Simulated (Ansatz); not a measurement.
Structure of amorphous silicon carbide (Si24C40) (periodic cell):

```yaml
crystal:
  lattice:
    - [9.06156, -0.16959, 0.05446]
    - [-0.16959, 8.66314, 0.03698]
    - [0.05446, 0.03698, 8.80713]
  atoms:
    - { symbol: Si, position: [0.23916, 0.63381, 0.09762] }
    - { symbol: Si, position: [0.51159, 0.35242, 0.21432] }
    - { symbol: Si, position: [0.36884, 0.20826, 0.55651] }
    - { symbol: Si, position: [0.00462, 0.82981, 0.97845] }
    - { symbol: Si, position: [0.04965, 0.71184, 0.64574] }
    - { symbol: Si, position: [0.81225, 0.32928, 0.77392] }
    - { symbol: Si, position: [0.34725, 0.99019, 0.19984] }
    - { symbol: Si, position: [0.10211, 0.47740, 0.90186] }
    - { symbol: Si, position: [0.61617, 0.88337, 0.45772] }
    - { symbol: Si, position: [0.72036, 0.58469, 0.05247] }
    - { symbol: Si, position: [0.55981, 0.47863, 0.52537] }
    - { symbol: Si, position: [0.31812, 0.73504, 0.43167] }
    - { symbol: Si, position: [0.91885, 0.27183, 0.42297] }
    - { symbol: Si, position: [0.50366, 0.76808, 0.13731] }
    - { symbol: Si, position: [0.59299, 0.97782, 0.88162] }
    - { symbol: Si, position: [0.25514, 0.39116, 0.29653] }
    - { symbol: Si, position: [0.16242, 0.05251, 0.48192] }
    - { symbol: Si, position: [0.05994, 0.14479, 0.13371] }
    - { symbol: Si, position: [0.58471, 0.09070, 0.61534] }
    - { symbol: Si, position: [0.74798, 0.68173, 0.72644] }
    - { symbol: Si, position: [0.96924, 0.92173, 0.31817] }
    - { symbol: Si, position: [0.00816, 0.52998, 0.23342] }
    - { symbol: Si, position: [0.80864, 0.71568, 0.40674] }
    - { symbol: Si, position: [0.91354, 0.02227, 0.69507] }
    - { symbol: C, position: [0.67778, 0.23925, 0.19178] }
    - { symbol: C, position: [0.55243, 0.46904, 0.78442] }
    - { symbol: C, position: [0.40647, 0.18573, 0.10392] }
    - { symbol: C, position: [0.09588, 0.07954, 0.79702] }
    - { symbol: C, position: [0.40542, 0.48463, 0.82757] }
    - { symbol: C, position: [0.65249, 0.08838, 0.13114] }
    - { symbol: C, position: [0.33453, 0.33492, 0.09051] }
    - { symbol: C, position: [0.74982, 0.96537, 0.10380] }
    - { symbol: C, position: [0.30979, 0.45647, 0.97309] }
    - { symbol: C, position: [0.46884, 0.89436, 0.72211] }
    - { symbol: C, position: [0.31099, 0.91238, 0.70322] }
    - { symbol: C, position: [0.20608, 0.59746, 0.30699] }
    - { symbol: C, position: [0.06354, 0.18154, 0.91358] }
    - { symbol: C, position: [0.97371, 0.31126, 0.89635] }
    - { symbol: C, position: [0.79902, 0.48631, 0.24831] }
    - { symbol: C, position: [0.91627, 0.81922, 0.77638] }
    - { symbol: C, position: [0.51467, 0.08318, 0.04166] }
    - { symbol: C, position: [0.85281, 0.41124, 0.57398] }
    - { symbol: C, position: [0.17493, 0.57512, 0.72708] }
    - { symbol: C, position: [0.42856, 0.63747, 0.58439] }
    - { symbol: C, position: [0.73228, 0.11525, 0.76256] }
    - { symbol: C, position: [0.66978, 0.57341, 0.32541] }
    - { symbol: C, position: [0.95292, 0.06685, 0.48740] }
    - { symbol: C, position: [0.03640, 0.62484, 0.04167] }
    - { symbol: C, position: [0.06384, 0.31850, 0.26836] }
    - { symbol: C, position: [0.87083, 0.58798, 0.57231] }
    - { symbol: C, position: [0.21379, 0.86121, 0.56948] }
    - { symbol: C, position: [0.32215, 0.82056, 0.04799] }
    - { symbol: C, position: [0.21343, 0.89218, 0.95542] }
    - { symbol: C, position: [0.67753, 0.82607, 0.03043] }
    - { symbol: C, position: [0.78627, 0.31408, 0.27117] }
    - { symbol: C, position: [0.21900, 0.97628, 0.82029] }
    - { symbol: C, position: [0.54565, 0.76330, 0.63827] }
    - { symbol: C, position: [0.90951, 0.97276, 0.11985] }
    - { symbol: C, position: [0.69724, 0.49591, 0.85471] }
    - { symbol: C, position: [0.45911, 0.86398, 0.32203] }
    - { symbol: C, position: [0.42396, 0.34534, 0.41160] }
    - { symbol: C, position: [0.55783, 0.56682, 0.19073] }
    - { symbol: C, position: [0.32652, 0.56312, 0.70708] }
    - { symbol: C, position: [0.16205, 0.01161, 0.27409] }
```

Computed with PBE, scalar-relativistic without spin-orbit coupling (plane waves to 420 eV, PAW; Ansatz, a quantum-chemistry and plane-wave program). Neutral PBE cell, which sets geometry, pressure and energy: sampling: a 2×2×2 Γ-centred mesh; Fermi-Dirac width 0.05 eV; no spin polarisation.

Preparation: random packing, a CHGNet melt and quench, and a DFT relaxation. The hot cell started wider than the set density and was brought back towards it in steps. It is the lowest in DFT energy of 2 quenches. It is a model cell: composition and starting density were chosen by hand, and all elements were melted together. No dispersion term was used. A short ab initio anneal came between quench and relaxation. Its density started from a set value of 2.77 and ended at 2.77 g/cm³. The quench (nominally 430 K/ps over its main leg) was far faster than any real one, so the model tends to hold more defects than a real film. Values belong to this one cell and scatter from quench to quench. The volume was held where the preparation left it and the shape relaxed.

Question: Give the pressure, the energy against reference phases and the spacing of the highest filled and lowest empty levels.

Answer: 
| Property | Result |
|---|---|
| Pressure on a 2×2×2 Γ-centred mesh | -0.32 GPa |
| Largest force and stress component on that mesh (the relaxation ran on one k-point at (1/4, 1/4, 1/4)) | 0.17 eV/Å and 0.5 GPa |
| Energy relative to 6H silicon carbide + graphite (lowest mix at this level among the phases computed, not always the ambient ones) | 0.717 eV/atom |
| Level gap on a 2×2×2 Γ-centred mesh (PBE) | within the smearing (under twice its width) |

Question: At PBE and the zone centre, how localised are the states just below and above the Fermi level (participation number: the atoms over which a state spreads)?

Answer: The highest filled state is spread over 25.4 atoms' worth, largest on C41, with weights by element (charge in smoothed Voronoi cells) C 0.76, Si 0.24. The lowest empty state is spread over 7.3 atoms' worth, largest on Si3, with weights by element (charge in smoothed Voronoi cells) Si 0.62, C 0.38.

At PBE the levels at the empty edge of the gap are localised (band-tail or defect states), and the nearest spread-out levels lie 0.9 eV apart at the zone centre. The levels at the Fermi energy are partly filled. A closed spacing in one fast-quenched cell at PBE doesn't show the material to be a metal.

Neighbours within Si-Si 2.66 Å, Si-C 2.28 Å, C-C 1.76 Å count as bonded.

A PBE run started with 1 μB on atoms that lack a bond or may hold spare charge lost its moments; other starts weren't tried.
